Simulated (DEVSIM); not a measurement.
Structure: abrupt Ge n-p junction, at 300 K.

| layer (left to right) | material | thickness (μm) | Nd (cm⁻³) | Na (cm⁻³) | τn (s) | τp (s) |
|---|---|---|---|---|---|---|
| 1 | Ge | 1.30 | 3e16 | - | 4e-7 | 4e-7 |
| 2 | Ge | 160 | - | 2.4e15 | 4e-7 | 4e-7 |

Left contact: ohmic. Right contact: ohmic. Voltage is applied to the left contact. Recombination: SRH at mid-gap, radiative. Mobility is constant in doping.

Constants are typed, rounded textbook-type inputs, not results; the design itself was drawn at random and stands for no fabricated device. Values at 300 K.

```csv
parameter,Ge
gap (eV),0.664
affinity (eV),4
permittivity,16
Nc (cm⁻³),1.04e19
Nv (cm⁻³),6e18
μn (cm²/Vs),3900
μp (cm²/Vs),1900
B (cm³/s),6.4e-14
```

Simulated with DEVSIM: 1D drift-diffusion, Boltzmann statistics, complete ionisation; no tunnelling, impact ionisation, image-force lowering or self-heating.

Problem. Tabulate band edges, carrier densities and field at 10.0 V on the left contact.

Solution. Energies count from the Fermi level of the right contact; mesh points crowd at the junctions.

```csv
x (μm),Ec (eV),Ev (eV),n (cm⁻³),p (cm⁻³),field (V/cm)
0.000,-9.849,-10.513,3.0e16,1.5e10,≈ 0
0.04168,-9.849,-10.513,3.0e16,1.4e10,≈ 0
0.1461,-9.849,-10.513,3.0e16,1.3e10,≈ 0
0.4318,-9.849,-10.513,3.0e16,8.8e9,≈ 0
1.052,-9.844,-10.508,2.5e16,6.5e8,1600
1.218,-9.534,-10.198,1.5e11,7.6e7,44000
1.285,-9.163,-9.827,3.6e7,5.3e7,67000
1.333,-8.827,-9.491,3.3e7,5.2e7,71000
1.427,-8.172,-8.836,3.3e7,5.6e7,68000
1.694,-6.443,-7.107,3.4e7,6.9e7,61000
2.389,-2.852,-3.516,3.8e7,1.2e8,42000
5.554,0.462,-0.202,4.6e9,2.4e15,≈ 0
13.14,0.462,-0.202,2.5e10,2.4e15,≈ 0
34.19,0.462,-0.202,7.0e10,2.4e15,≈ 0
108.1,0.462,-0.202,1.5e11,2.4e15,≈ 0
142.1,0.462,-0.202,1.7e11,2.4e15,≈ 0
154.4,0.462,-0.202,1.8e11,2.4e15,≈ 0
158.7,0.462,-0.202,1.8e11,2.4e15,≈ 0
160.7,0.462,-0.202,1.8e11,2.4e15,≈ 0
161.1,0.462,-0.202,1.8e11,2.4e15,≈ 0
161.2,0.462,-0.202,1.8e11,2.4e15,≈ 0
161.3,0.462,-0.202,1.8e11,2.4e15,≈ 0
```
